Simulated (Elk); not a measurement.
```
CsPbCl3
1.0
    5.47273     0.00000     0.00000
    0.00000     5.47273     0.00000
    0.00000     0.00000     5.47273
Cs Pb Cl
1 1 3
Direct
  0.00000   0.00000   0.00000
  0.50000   0.50000   0.50000
  0.00000   0.50000   0.50000
  0.50000   0.00000   0.50000
  0.50000   0.50000   0.00000
```

Method: PBE, all-electron FP-LAPW, Elk's shipped species files, default APW+lo basis (Elk).

The set-up and first iterations of an Elk log for CsPbCl3 (Pm-3m, 5 atoms in the cell):

```
│ Elk code version 10.2.4 │

All units are atomic (Hartree, Bohr, etc.)

│ Ground-state run starting from atomic densities │

Lattice vectors :
   10.34196275       0.000000000       0.000000000
   0.000000000       10.34196275       0.000000000
   0.000000000       0.000000000       10.34196275

Unit cell volume      :    1106.136968
Brillouin zone volume :   0.2242490945

Muffin-tin inner radius fraction :   0.1000000000E-01

Nuclei treated as point charges

Species :    1 (Cs)
 parameters loaded from : Cs.in
 name : caesium
 nuclear charge    :   -55.00000000
 electronic charge :    55.00000000
 atomic mass :    242271.8144
 muffin-tin radius :    2.772000000
 number of radial points in muffin-tin :    697
 atomic positions (lattice), magnetic fields (Cartesian) :
   1 :   0.00000000  0.00000000  0.00000000    0.00000000  0.00000000  0.00000000

Species :    2 (Pb)
 parameters loaded from : Pb.in
 name : lead
   [... lines left out ...]
 using average radius
Maximum |G+k| for APW functions       :    2.897830767
Maximum (1/2)|G+k|²                   :    4.198711576
Maximum |G| for potential and density :    12.00000000
 potential will be trimmed for |G| > 2 gkmax
Constant for pseudocharge density :    8
Radial integration step length :    4

G-vector grid sizes :     40    40    40
Number of G-vectors :    32423

Maximum angular momentum used for
 APW functions                      :    8
 outer part of muffin-tin           :    6
 inner part of muffin-tin           :    1

Total nuclear charge    :   -188.0000000
Total core charge       :    134.0000000
Total valence charge    :    54.00000000
Total excess charge     :    0.000000000
Total electronic charge :    188.0000000

Effective Wigner radius, rₛ :    1.119921244

Number of empty states         :   20
Total number of valence states :   47
Total number of core states    :  134

Total number of local-orbitals :   48

Exchange-correlation functional :     20     0     0
 Perdew-Burke-Ernzerhof, Phys. Rev. Lett. 77, 3865 (1996)
 gradient requirement :    1
 generalised gradient approximation (GGA)

Smearing type :    0
 Gaussian
Smearing width :   0.1000000000E-03
Effective electronic temperature (K) :    31.57750248

Mixing type :    3
 Broyden mixing, J. Phys. A: Math. Gen. 17, L317 (1984)

Kohn-Sham potential initialised from atomic data
│ Self-consistent loop started │
│ Loop number : 1 │
 total energy                :     -30115.9573850
│ Loop number : 2 │
 total energy                :     -30115.9761403
RMS change in Kohn-Sham potential (target) :   0.3437667122     (  0.1000000000E-05)
Absolute change in total energy (target)   :   0.1875529574E-01 (  0.1000000000E-03)
│ Loop number : 3 │
 total energy                :     -30114.3880960
RMS change in Kohn-Sham potential (target) :   0.2950637479     (  0.1000000000E-05)
Absolute change in total energy (target)   :    1.583355468     (  0.1000000000E-03)
│ Loop number : 4 │
 total energy                :     -30109.2261797
RMS change in Kohn-Sham potential (target) :   0.1430456833     (  0.1000000000E-05)
Absolute change in total energy (target)   :    5.557755173     (  0.1000000000E-03)
│ Loop number : 5 │
 total energy                :     -30106.1044909
RMS change in Kohn-Sham potential (target) :   0.4761150569E-01 (  0.1000000000E-05)
Absolute change in total energy (target)   :    4.511127547     (  0.1000000000E-03)
│ Loop number : 6 │
 total energy                :     -30105.7688306
RMS change in Kohn-Sham potential (target) :   0.1746716062E-01 (  0.1000000000E-05)
Absolute change in total energy (target)   :    1.463442225     (  0.1000000000E-03)
│ Loop number : 7 │
 total energy                :     -30075.5352138
RMS change in Kohn-Sham potential (target) :   0.3218214305     (  0.1000000000E-05)
   [... lines left out ...]
```

Task: How does the run end?

Result: The run ended unconverged after 100 iterations. It gives no final result for the task that was set. The log goes on:

```
 total energy                :     -30101.5954542
RMS change in Kohn-Sham potential (target) :   0.2446308754E-01 (  0.1000000000E-05)
   [... lines left out ...]
RMS change in Kohn-Sham potential (target) :   0.2860716092E-01 (  0.1000000000E-05)
Absolute change in total energy (target)   :    21.18958470     (  0.1000000000E-03)
│ Loop number : 98 │
 total energy                :     -30074.8873127
RMS change in Kohn-Sham potential (target) :   0.4074135764     (  0.1000000000E-05)
Absolute change in total energy (target)   :    31.07493977     (  0.1000000000E-03)
│ Loop number : 99 │
 total energy                :     -30125.2590410
RMS change in Kohn-Sham potential (target) :   0.2152269947     (  0.1000000000E-05)
Absolute change in total energy (target)   :    42.60299335     (  0.1000000000E-03)
│ Loop number : 100 │
Reached self-consistent loops maximum

Energies :
 Fermi                       :     0.721983863410E-01
 total energy                :     -30115.0000090

Density of states at Fermi energy :   0.9102868620E-05
 (states/Hartree/unit cell)

Estimated indirect band gap :   0.1553964214
 from k-point      4 to k-point      4
Estimated direct band gap   :   0.1553964214
 at k-point      4

Charges :
 core                        :    134.0000000
 valence                     :    54.00000000
 interstitial                :    7.877602885
 muffin-tins (core leakage)
  species :    1 (Cs)
   atom    1                 :    53.05048645     (  0.1326376732E-04)
  species :    2 (Pb)
   atom    1                 :    80.24616650     (  0.1375126190E-02)
  species :    3 (Cl)
   atom    1                 :    15.60858139     (  0.1804326081E-04)
   atom    2                 :    15.60858139     (  0.1804326081E-04)
   atom    3                 :    15.60858139     (  0.1804326081E-04)
 total in muffin-tins        :    180.1223971
 total calculated charge     :    187.9916187
 total charge                :    188.0000000
 error                       :   0.8381325511E-02

│ Self-consistent loop stopped │
```

The starting cell comes from a database of computed structures (which also holds hypothetical and non-ambient phases and stackings), without a prior relaxation at this level. Its lattice was rescaled by a random factor within 2.5 % of one. For this run, on top of that: lattice scaled by 0.98. Spin-orbit coupling is off. Values depend on the basis (sphere radii, cutoffs, local orbitals), which need not be converged.

The run was DFT, PBE, all-electron FP-LAPW, Elk's shipped species files, default APW+lo basis. Main settings of its input:

- xctype: 20
- stype: 0
- swidth: 0.0001 Ha
- ngridk: 3 3 3
- rmtscf: 0.99
- maxscl: 100
